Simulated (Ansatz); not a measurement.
# SnS2 in the 2H-MoS2 type structure (space group P6_3/mmc, No. 194; a hypothetical phase, not in the database extracts checked; layered, stacked along the Cartesian z axis)

```cif
data_S4Sn2
_chemical_formula_sum 'Sn2 S4'
_space_group_name_H-M_alt 'P63/mmc'
_space_group_IT_number 194
_space_group_name_Hall '-P 6c 2c'
_cell_length_a 3.58877
_cell_length_b 3.58877
_cell_length_c 11.88899
_cell_angle_alpha 90.000
_cell_angle_beta 90.000
_cell_angle_gamma 120.000
loop_
_atom_site_label
_atom_site_type_symbol
_atom_site_symmetry_multiplicity
_atom_site_Wyckoff_symbol
_atom_site_fract_x
_atom_site_fract_y
_atom_site_fract_z
_atom_site_occupancy
Sn1 Sn 2 c 0.33333 0.66667 0.25000 1
S1 S 4 f 0.66667 0.33333 0.11434 1
```

Level of theory: PBE-D3(BJ), PAW, 420 eV (Ansatz, a program for electronic structure; no spin-orbit coupling), earlier PAW set. Γ-centred 15×15×4 mesh, Fermi–Dirac width 0.05 eV.

```yaml
volume_per_atom: 22.10 Å³
density: 4.58 g/cm³
band_gap: zero
total_energy: -2609.882 eV/atom (σ→0; compares only within this code and set-up)
```

No phonon test of stability was made. All final runs are without spin polarisation. The zero or small gap of SnS2 can change with the level of theory.
